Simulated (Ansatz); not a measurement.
## A series of runs on Al2LaZn2 (I4/mmm, 5 atoms in the cell)

```
CELL_PARAMETERS angstrom
     -2.14600     2.14600     5.50750
      2.14600    -2.14600     5.50750
      2.14600     2.14600    -5.50750
ATOMIC_POSITIONS crystal
  Al 0.75000 0.25000 0.50000
  Al 0.25000 0.75000 0.50000
  La 0.00000 0.00000 0.00000
  Zn 0.37800 0.37800 0.00000
  Zn 0.62200 0.62200 0.00000
```

Base run A: r2SCAN, default PAW files made with PBE in Ansatz (a program for electronic structure), self-consistent single point.

Its settings: basis.ecutwfc = 36.7 Ry; kpoints.mp_grid.grid = 9 9 9; hamiltonian.xc = r2scan; hamiltonian.pseudopotentials = {kind: paw} (the program's default PAW files); scf.occupations.method = fermi_dirac; scf.occupations.width = 0.0073 Ry.

The starting cell comes from a database of published, mostly measured structures (it also holds non-ambient and calculated ones), without a prior relaxation at this level. Ansatz's pressure includes its estimate of the finite-basis (Pulay) stress. The cutoff lies below the one recommended for these files.

ΔF is the free energy per atom less that of run A. 

| run | scf.occupations.width | ΔF (meV/atom) | pressure (GPa) | largest force (eV/Å) | TS (meV/atom) |
|---|---|---|---|---|---|
| A | 0.0073 Ry | 0.00 | -1.57 | 0.734 | 9.7 |
| B | 0.0001 Ry | 5.3 | -1.61 | 0.751 | 0.0 |
| C | 0.0007 Ry | 5.2 | -1.60 | 0.752 | 0.1 |
| D | 0.0018 Ry | 4.9 | -1.60 | 0.743 | 0.7 |
| E | 0.0037 Ry | 3.8 | -1.59 | 0.735 | 2.9 |
| F | 0.011 Ry | -6.1 | -1.54 | 0.733 | 22.2 |
| G | 0.0147 Ry | -15.1 | -1.47 | 0.728 | 41.9 |
| H | 0.022 Ry | -43.0 | -1.23 | 0.714 | 106.8 |
| I | 0.0367 Ry | -150.2 | -0.26 | 0.677 | 360.2 |
| J | 0.0588 Ry | -450.6 | 1.93 | 0.641 | 1017.0 |

Run I against A: The free energy goes down by 150 meV/atom, the pressure goes from -1.57 to -0.26 GPa and the largest force goes from 0.734 to 0.677 eV/Å.

Run G against A: The free energy goes down by 15.1 meV/atom, the pressure goes from -1.57 to -1.47 GPa and the largest force moves little (0.734 to 0.728 eV/Å).

Run H against A: The free energy falls by 43.0 meV/atom, the pressure goes from -1.57 to -1.23 GPa and the largest force goes from 0.734 to 0.714 eV/Å.

Keys are those of Ansatz 0.2.
